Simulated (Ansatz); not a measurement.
Input and output of a zone-centre phonon calculation for Al2Ru (Fddd, 6 atoms in the cell) (Ansatz, a first-principles code).

Computed with LDA (PW92), default PAW files made with PBE (plane waves; Ansatz).

```
CELL_PARAMETERS angstrom
      0.00000     4.00978     4.41348
      2.36424     0.00000     4.41348
      2.36424     4.00978     0.00000
ATOMIC_POSITIONS crystal
  Al 0.07906 0.42094 0.07906
  Al 0.42094 0.07906 0.42094
  Al 0.17094 0.82906 0.17094
  Al 0.82906 0.17094 0.82906
  Ru 0.75000 0.75000 0.75000
  Ru 0.50000 0.50000 0.50000
```

Reference input (self-consistent single point, DFT, LDA (PW92), plane waves, default PAW files made with PBE): basis.ecutwfc = 420 eV; kpoints.mp_grid.grid = 7 7 7; hamiltonian.xc = lda; hamiltonian.pseudopotentials = {kind: paw} (the program's default PAW files); scf.occupations.method = fermi_dirac; scf.occupations.width = 0.1 eV. This run's input differs from it in these lines:

```diff
@@ -26,6 +26,6 @@
     width: 0.1
-output:
-  forces: true
-  eigenvalues: true
-  stress: true
+  convergence:
+    dr2_threshold: 1.0e-07 eV
+phonons:
+  method: dfpt
```

Output, abridged:

```
SCF iter   1: F=—  HF=-13572.263770 eV  |F-HF|=—  |Δ(HF+E_count)|=         —  Δρ=6.25e-3  dr2=2.72e-2  ethr=1.77e-3  ⟨swp⟩=6.5  Hψ=12952  notcnv=0
all-band conjugate gradients solve this SCF's bands
preconditioner: auto → none
SCF iter   2: F=—  HF=-13572.259638 eV  |F-HF|=—  |Δ(HF+E_count)|=   4.13e-3  Δρ=2.47e-3  dr2=2.23e-3  ethr=6.18e-5  ⟨swp⟩=1.4  Hψ=4225  notcnv=0
SCF iter   3: F=—  HF=-13572.259389 eV  |F-HF|=—  |Δ(HF+E_count)|=   2.49e-4  Δρ=5.24e-4  dr2=8.22e-5  ethr=5.08e-6  ⟨swp⟩=1.6  Hψ=3920  notcnv=0
SCF iter   4: F=—  HF=-13572.259392 eV  |F-HF|=—  |Δ(HF+E_count)|=   3.35e-6  Δρ=4.75e-5  dr2=1.77e-6  ethr=1.87e-7  ⟨swp⟩=2.4  Hψ=4394  notcnv=0
iter 5 did not close the SCF: its close was put off for the readings that it lacked (scf_convergence_deferred on its scf_iter line)
SCF iter   5: F=-13572.259392 eV  HF=-13572.259392 eV  |F-HF|=2.52e-8  |Δ(HF+E_count)|=   1.18e-7  Δρ=9.53e-6  dr2=5.83e-8  ethr=4.03e-9  ⟨swp⟩=2.1  Hψ=4434  notcnv=0
SCF iter   6: F=-13572.259392 eV  HF=-13572.259392 eV  |F-HF|=3.00e-10  |Δ(HF+E_count)|=   1.08e-8  Δρ=1.83e-6  dr2=1.40e-9  ethr=1.32e-10  ⟨swp⟩=5.1  Hψ=16321  notcnv=0
SCF 1 converged in 6 iterations: F = -13572.259392 eV  dr2 = 1.40e-9
DFPT response loops at Γ: preconditioner auto → Kerker (q_TF=auto, 2.451 Å⁻¹) (partly filled bands, converged f_vac=0.000) …
Free energy (F): -13572.259392 eV
Internal energy: -13572.253421 eV  (E = F + TS)
E sigma→0 (E₀):  -13572.256407 eV
Entropy (-TS):   -0.005971 eV (-0.995 meV/atom)
Fermi energy:    13.515337 eV
--- Phonons (Γ-DFPT): 6 representative perturbations + reference, on 100 of 343 k-points (Σ response iterations 24) ---
  k mesh reduced under 2 symmetry operations, with k and −k counted as one. Each operation leaves every solved displacement unchanged or reverses it
  ASR residual: 2.148e-3 → 0.000e0 eV/Å²; symmetrization residual: 4.962e-7 eV/Å²
  ASR residual per site (eV/Å²): 1.14e-4 1.14e-4 1.14e-4 1.14e-4 2.15e-3 2.15e-3
  Γ frequencies (cm⁻¹): 0.00 0.00 0.00 124.63 164.91 201.99 215.21 224.03 225.18 227.51 252.09 274.17 329.67 335.33 357.25 368.29 394.12 447.87
  non-analytic LO–TO correction: not included (Born effective charges unavailable; polar crystals: no LO–TO splitting at Γ)
```

The run converged in 6 iterations. 

Summary of the result:
- Free energy E − TS (on the zero of these files): -13572.2594 eV
- Zone-centre frequencies (cm⁻¹; negative means imaginary): 0, 0, 0, 125, 165, 202, 215, 224, 225, 228, 252, 274, 330, 335, 357, 368, 394, 448

The starting cell comes from a database of computed structures (which also holds hypothetical and non-ambient phases and stackings), without a prior relaxation at this level. Its lattice was rescaled by up to half a per cent. Spin polarisation is off.

Cost on one core of a shared machine: roughly 2 min.

Keys are those of Ansatz 0.2.
